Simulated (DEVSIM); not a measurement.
Device: abrupt Si n-p junction, at 250 K.

Layer 1 from the left is Si, thickness (μm) 69.0, Nd (cm⁻³) 6e14, τn (s) 1.8e-6, τp (s) 1.8e-6. Layer 2 from the left is Si, thickness (μm) 2.40, Na (cm⁻³) 4.5e14, τn (s) 1.8e-6, τp (s) 1.8e-6.

Left contact: ohmic. Right contact: ohmic. Voltage is applied to the left contact. Recombination: SRH at mid-gap. Mobility is constant in doping.

The device is made up for the run: typed textbook-type constants, with dimensions and the other settings drawn at random. Values at 300 K; Nc and Nv go as T^1.5, mobilities as T to minus their exponent, the gap by Varshni's rule with the affinity fixed.

Si: gap (eV) 1.124, affinity (eV) 4.05, permittivity 11.7, Nc (cm⁻³) 2.86e19, Nv (cm⁻³) 3.1e19, μn (cm²/Vs) 1417, μp (cm²/Vs) 470, T exponent of μn 2.3, T exponent of μp 2.2, Varshni α (eV/K) 0.000473, Varshni β (K) 636.

DEVSIM, 1D drift-diffusion, Boltzmann statistics, complete ionisation; no tunnelling, impact ionisation, image-force lowering or self-heating.

Dark forward current:

```
|V| (V)  |J| (A/cm²)
-------  -----------
0.05       1.001e-10
0.10       4.594e-10
0.15        2.107e-9
0.20        1.207e-8
0.25        8.903e-8
0.30        7.750e-7
0.35        7.277e-6
0.40        7.028e-5
0.45       0.0006839
0.50        0.006599
0.55         0.05898
0.60          0.3593
0.65           1.122
0.70           2.260
0.75           3.681
0.80           5.360
0.85           7.294
0.90           9.488
0.95           11.95
1.00           14.67
1.05           17.68
1.10           20.95
1.15           24.51
1.20           28.36
1.25           32.48
1.30           36.89
```

Problem. Work out the local ideality factor n = ΔV / (kT/q · ln(J2/J1)) between the rows 0.10 and 0.15 V, 0.40 and 0.45 V, 1.25 and 1.30 V.

Solution. kT/q = 21.54 mV. From 0.10 to 0.15 V: ln(2.107e-9/4.594e-10) = 1.523, n = 1.52. From 0.40 to 0.45 V: ln(0.0006839/7.028e-5) = 2.275, n = 1.02, near the 1 of diffusion or emission over a barrier. From 1.25 to 1.30 V: ln(36.89/32.48) = 0.127, n = 18.23.

Problem. Estimate the current at 0.40 V from the Shockley equation with J0 = Σ q ni² D/(N L) coth(W/L), τ joining the SRH, radiative and Auger lifetimes that are on, and W taken as the whole layer.

Solution. ni² = 6.36e15 cm⁻⁶; holes in the n layer: μ = 702 cm²/Vs, D = 15.1 cm²/s, τ = 1.80e-6 s, L = 52.2 μm, W/L = 1.3, term 5.68e-15 A/cm²; electrons in the p layer: μ = 2160 cm²/Vs, D = 46.4 cm²/s, τ = 1.80e-6 s, L = 91.4 μm, W/L = 0.026, term 4.38e-13 A/cm². J0 = 4.44e-13 A/cm², and J = J0 exp(qV/kT) = 5.15e-5 A/cm². The simulation gives 7.03e-5 A/cm²; the estimate lies 27 % below. The estimate leaves out recombination in the depletion region and that region's share of W.
